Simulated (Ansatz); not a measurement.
Work function of faces of bcc K in PBE and in r2SCAN, in Ansatz (plane waves, PAW). Symmetric slabs relaxed with PBE from ideal cuts in 1x1 cells (the lowest computed cut and spin start of each face; real faces may reconstruct in larger cells); r2SCAN values are single points on them, with the bulk at the same level. No spin-orbit coupling, no U.

```csv
face,PBE (eV),r2SCAN (eV)
(111),2.22,2.17
(210),2.30,2.27
(211),2.30,?
(310),2.26,2.23
(321),2.33,2.32
(332),2.29,2.26
```

Fit a straight line y = a·x + b by least squares to the 5 complete rows (x: PBE (eV); y: r2SCAN (eV)).

the means are x̄ = 2.2800 and ȳ = 2.2500; Σ(x − x̄)² = 0.0070000 and Σ(x − x̄)(y − ȳ) = 0.0092000, so a = 1.314 and b = ȳ − a·x̄ = -0.747. The largest residual is 0.006.

What does the line predict for the withheld row, (211), and what did the calculation give?

the line gives 2.28; the calculation gave 2.28, a miss of 0.00, of the size of the fitted rows' scatter and rounding.

Ansatz is a first-principles code.
